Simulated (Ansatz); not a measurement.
A15 Nb3Sn (cubic form, which distorts at low temperature), treated with LDA (PAW; Ansatz, an electronic-structure program).

Numerical settings: plane-wave cutoff 520 eV, 10×10×10 k mesh, Fermi–Dirac smearing 0.05 eV, no spin polarisation, scalar-relativistic PAW data made under PBE.

Cell (relaxed at this level):

```xyz
8
Lattice="5.2208 0.0000 0.0000 0.0000 5.2208 0.0000 0.0000 0.0000 5.2208" Properties=species:S:1:pos:R:3 pbc="T T T"
Nb     1.3052     0.0000     2.6104
Nb     2.6104     1.3052     0.0000
Nb     2.6104     3.9156     0.0000
Nb     3.9156     0.0000     2.6104
Nb     0.0000     2.6104     3.9156
Nb     0.0000     2.6104     1.3052
Sn     2.6104     2.6104     2.6104
Sn     0.0000     0.0000     0.0000
```

**Question.** Estimate the bulk modulus B0 and pressure derivative B′ of the bulk modulus that the calculation returns.

**Answer.** 
bulk modulus B0: 185 GPa
pressure derivative B′ of the bulk modulus: 4.2

The run finds no gap.

Measured, for comparison: bulk modulus 165 GPa (4 K, zero-point motion not removed; as tabulated in Lu and Klein (1997), arXiv:cond-mat/9704251). Computed (rounded) less measured: bulk modulus +12 %.

Note: symmetry holds this phase in the static calculation, where it need not be a minimum.

Spin–orbit coupling is not included.

Computed values are for the static lattice.
